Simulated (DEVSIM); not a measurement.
Structure: abrupt GaSb p-n junction, at 300 K.

Layer 1 from the left is GaSb, thickness (μm) 29.0, Na (cm⁻³) 1.1e17, τn (s) 5.9e-10, τp (s) 5.9e-10. Layer 2 from the left is GaSb, thickness (μm) 5.40, Nd (cm⁻³) 1.5e16, τn (s) 5.9e-10, τp (s) 5.9e-10.

Left contact: ohmic. Right contact: ohmic. Voltage is applied to the left contact. Recombination: SRH at mid-gap, radiative. Mobility is μmin + (μ − μmin)/(1 + (N/Nref)^α).

This is a model device: material constants are rounded textbook-type values typed into the input, and sizes, dopings and lifetimes were drawn at random. Values at 300 K.

GaSb: gap (eV) 0.726, affinity (eV) 4.06, permittivity 15.7, Nc (cm⁻³) 2.1e17, Nv (cm⁻³) 1.8e19, μn (cm²/Vs) 5000, μp (cm²/Vs) 850, μn,min 1000, μp,min 190, Nref,n 2.8e17, Nref,p 9e17, αn 1.05, αp 0.65, B (cm³/s) 1e-10.

### Question
Estimate by hand the built-in potential, the peak field at zero bias, the capacitance at -1.5 V, and compare with a numerical solution.

### Answer

- Built-in potential: ni = √(Nc Nv) exp(−Eg/2kT) = 1.55e12 cm⁻³ with Eg = 0.726 eV; Vbi = kT/q ln(Na Nd/ni²) = 0.526 V; numerical 0.526 V.
- Peak field at zero bias: depletion approximation: W = √(2εVbi/(qN)) = 0.263 μm with N = 1.32e16 cm⁻³; field = 2Vbi/W = 40000 V/cm; numerical 38300 V/cm (estimate above by 4.3 %).
- Capacitance at -1.5 V: C = √(qεN / 2(Vbi + |V|)) = 26.9 nF/cm²; numerical 27.3 nF/cm² (estimate below by 1.3 %).

Model (solved in DEVSIM): 1D drift-diffusion, Boltzmann statistics, complete ionisation; no tunnelling, impact ionisation, image-force lowering or self-heating.
